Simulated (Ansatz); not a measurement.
Take W in the bcc (W type) structure (space group Im-3m, No. 229; relaxed with 0.1 eV smearing) as the base.

```
CELL_PARAMETERS angstrom
     -1.58442     1.58442     1.58442
      1.58442    -1.58442     1.58442
      1.58442     1.58442    -1.58442
ATOMIC_POSITIONS crystal
  W  0.00000 0.00000 0.00000
```

Cartesian axes are those of the cell as printed.

All numbers come from Ansatz (a first-principles code) r2SCAN, no spin-orbit coupling.

Strains are applied to the cell and any free atomic positions relax.

One change was made to it. Results:

| quantity | base | after |
|---|---|---|
| pressure (mean of the normal stresses, compression positive) | 0.0 GPa | 2.4 GPa |
| energy relative to the base (free energy F) | 0 meV/atom | +6.9 meV/atom |
| shortest interatomic distance | 2.744 Å | 2.713 Å |

Problem. Which of these changes matches the shifts?
A. strain tensor (xx, yy, zz, yz, xz, xy) = (−0.15, −1.11, +0.58, +0.17, +0.65, +0.88) %
B. isotropic strain +4.51 %
C. uniaxial strain ε_zz = −4.35 %
D. isotropic strain −2.54 %

Solution. A, strain tensor (xx, yy, zz, yz, xz, xy) = (−0.15, −1.11, +0.58, +0.17, +0.65, +0.88) %. For comparison, the energy relative to the base in the other runs: isotropic strain +4.51 % gives +0.253 eV/atom; isotropic strain −2.54 % gives +100 meV/atom; uniaxial strain ε_zz = −4.35 % gives +57 meV/atom.

Stability against distortions was not tested. All final runs are without spin polarisation.
